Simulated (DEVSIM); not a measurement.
Device: abrupt Si p-n junction, at 400 K.

```
layer (left to right)  material  thickness (μm)  Nd (cm⁻³)  Na (cm⁻³)  τn (s)  τp (s)
---------------------  --------  --------------  ---------  ---------  ------  ------
1                            Si            5.60          -     1.1e18  4.1e-7  4.1e-7
2                            Si            48.0       3e13          -  4.1e-7  4.1e-7
```

Left contact: ohmic. Right contact: ohmic. Voltage is applied to the left contact. Recombination: SRH at mid-gap. Mobility is μmin + (μ − μmin)/(1 + (N/Nref)^α).

Constants are typed, rounded textbook-type inputs, not results; the design itself was drawn at random and stands for no fabricated device. Values at 300 K; Nc and Nv go as T^1.5, mobilities as T to minus their exponent, the gap by Varshni's rule with the affinity fixed.

```tsv
parameter	Si
gap (eV)	1.124
affinity (eV)	4.05
permittivity	11.7
Nc (cm⁻³)	2.86e19
Nv (cm⁻³)	3.1e19
μn (cm²/Vs)	1417
μp (cm²/Vs)	470
μn,min	52
μp,min	45
Nref,n	9.7e16
Nref,p	2.2e17
αn	0.68
αp	0.72
T exponent of μn	2.3
T exponent of μp	2.2
Varshni α (eV/K)	0.000473
Varshni β (K)	636
```

Model (solved in DEVSIM): 1D drift-diffusion, Boltzmann statistics, complete ionisation; no tunnelling, impact ionisation, image-force lowering or self-heating.

Task: Tabulate band edges, carrier densities and field at zero bias.

Result: Energies count from the Fermi level of the right contact; mesh points crowd at the junctions.

```csv
x (μm),Ec (eV),Ev (eV),n (cm⁻³),p (cm⁻³),field (V/cm)
0.000,0.966,-0.130,2.9e7,1.1e18,≈ 0
0.04238,0.966,-0.130,2.9e7,1.1e18,≈ 0
0.1589,0.966,-0.130,2.9e7,1.1e18,≈ 0
0.4794,0.966,-0.130,2.9e7,1.1e18,≈ 0
1.969,0.966,-0.130,2.9e7,1.1e18,≈ 0
4.146,0.966,-0.130,2.9e7,1.1e18,≈ 0
5.087,0.966,-0.130,2.9e7,1.1e18,≈ 0
5.483,0.966,-0.130,2.9e7,1.1e18,≈ 0
5.573,0.966,-0.130,2.9e7,1.1e18,-240
5.607,0.897,-0.200,2.2e8,1.5e17,-40000
5.661,0.799,-0.297,3.8e9,8.6e15,-9700
5.916,0.690,-0.406,8.8e10,3.7e14,-2300
6.519,0.602,-0.494,1.1e12,2.8e13,-1000
8.191,0.510,-0.586,1.6e13,2.0e12,-240
15.62,0.488,-0.608,3.1e13,1.0e12,≈ 0
32.37,0.488,-0.608,3.1e13,1.0e12,≈ 0
45.95,0.488,-0.608,3.1e13,1.0e12,≈ 0
50.86,0.488,-0.608,3.1e13,1.0e12,≈ 0
52.93,0.488,-0.608,3.1e13,1.0e12,≈ 0
53.38,0.488,-0.608,3.1e13,1.0e12,≈ 0
53.53,0.488,-0.608,3.1e13,1.0e12,≈ 0
53.60,0.488,-0.608,3.1e13,1.0e12,≈ 0
```
